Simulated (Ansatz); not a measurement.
The slab is Si(111) 1x1 surface, 6 top atoms, 3 bilayers, bottom bilayer H-capped and fixed, every top atom capped by H; cell 11.5 x 6.6 Å; two neighbouring H replaced by SH; about 7 Å thick over the host's atoms, 18 atoms held. Calculation: PBE-D3(BJ) (plane waves to 420 eV, PAW; Ansatz, an electronic-structure program). Sampling: 1x2x1 k points. The slab states were run without spin polarisation. Results hold for this slab, coverage and mesh. No zero-point or entropy terms are included. Each state was relaxed from one prepared geometry.

End state of this step: BH3, bound to one S-H group, takes the H of a neighbouring group, which it binds too. Atoms near the product:

```
atom    x (Å)  y (Å)   z (Å)
-----  ------  -----  ------
H(14)  -0.045  6.665  11.050
H(29)   3.873  6.445  10.969
S(48)   2.126  3.703  11.646
H(49)   1.747  7.200  13.180
B(a0)   3.709  9.443  12.198
H(a1)   3.798  9.589  13.394
H(a2)   1.733  6.460  13.042
H(a3)   3.813  8.305  11.825
```

Task: What energy does it take to move H2 into the gas, one a cell, with the surface relaxed behind it, and what are its closest contacts before it leaves?

Result: 0.08 eV. Its closest contacts to the rest of the cell: H(a2)...H(14) 2.68 Å, H(49)...H(a3) 2.71 Å, H(49)...H(14) 2.83 Å.

Here BH3 is the monomer.
